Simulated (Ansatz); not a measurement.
Band structure of TaSeS (P3m1, 3 atoms in the cell).

```
TaSeS
1.0
    3.45908     0.00000     0.00000
   -1.72954     2.99565     0.00000
    0.00000     0.00000     6.44795
Ta Se S
1 1 1
Direct
  0.00000   0.00000   0.01060
  0.66667   0.33333   0.74391
  0.33333   0.66667   0.24549
```

Method of the run: PBEsol, PAW files made with PBE (plane waves; Ansatz, a first-principles code).

Settings: kpoints.mp_grid.grid = 9 9 4; hamiltonian.xc = pbesol; hamiltonian.pseudopotentials = {kind: paw} (an earlier, softer set of the program's PAW files); scf.occupations.method = gaussian; scf.occupations.width = 0.02 Ry; kpoints.band_path.npoints = 8.

The starting cell comes from a database of computed structures (which also holds hypothetical and non-ambient phases and stackings), without a prior relaxation at this level. Its lattice was rescaled by a random factor within 2.5 % of one. Spin-orbit coupling is off. Spin polarisation is off; with an odd number of electrons in the cell that forces a metal, and a magnetic state may lie lower.

Levels in eV from the Fermi level, bands 14 to 21:
| point | 14 | 15 | 16 | 17 | 18 | 19 | 20 | 21 |
|---|---|---|---|---|---|---|---|---|
| Γ | -3.41 | -1.50 | -0.24 | -0.24 | 0.03 | 0.21 | 0.21 | 3.71 |
| M | -4.06 | -3.46 | -3.10 | -1.68 | -0.87 | 2.26 | 2.74 | 3.75 |
| K | -4.74 | -3.58 | -3.34 | -3.12 | 1.35 | 1.69 | 1.79 | 3.68 |
| A | -3.39 | -3.32 | -0.33 | -0.33 | 0.19 | 0.19 | 0.76 | 3.95 |
| L | -4.03 | -3.54 | -2.24 | -1.49 | -1.15 | 2.26 | 2.72 | 4.01 |
| H | -4.86 | -3.53 | -3.31 | -3.26 | 1.21 | 1.23 | 1.36 | 4.41 |

Bands cross the Fermi level along this path, so the cell is metallic at this level.

Keys are those of Ansatz 0.2.
